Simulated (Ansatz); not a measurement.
**BN: response to strain**

Take BN in the wurtzite structure (space group P6_3mc, No. 186) as the base.

Space group P6₃mc (No. 186); a = b = 2.5545 Å, c = 4.2246 Å, α = β = 90.00°, γ = 120.00°

```csv
atom,site,symmetry,x,y,z
B,2b,3m.,0.3333,0.6667,0.0002
N,2b,3m.,0.3333,0.6667,0.3748
```

Strains are applied to the cell and any free atomic positions relax.

All numbers come from DFT with PBE, PAW potentials and a 420 eV plane-wave cutoff in Ansatz (a quantum-chemistry and plane-wave program), scalar-relativistic without spin-orbit coupling.

Notes on the quantities. pressure: mean of the normal stresses, compression positive.

```tsv
isotropic strain (%)	pressure (GPa)
0	0.0
0.6	-6.4
1.2	-12.4
1.8	?
2.4	-23.1
3	-27.9
```

Fit P = P₀ − Bδ + Cδ² with δ = (1 + ε)³ − 1 to the rows shown and predict the withheld row.

Least squares on the printed values gives P₀ = 0.0 GPa, B = 365 GPa (at held cell shape), C = 691 GPa (largest residual 0.0 GPa); this predicts -18.0 GPa, and the run gives -18.0 GPa, in agreement.

No phonon test of stability was made.
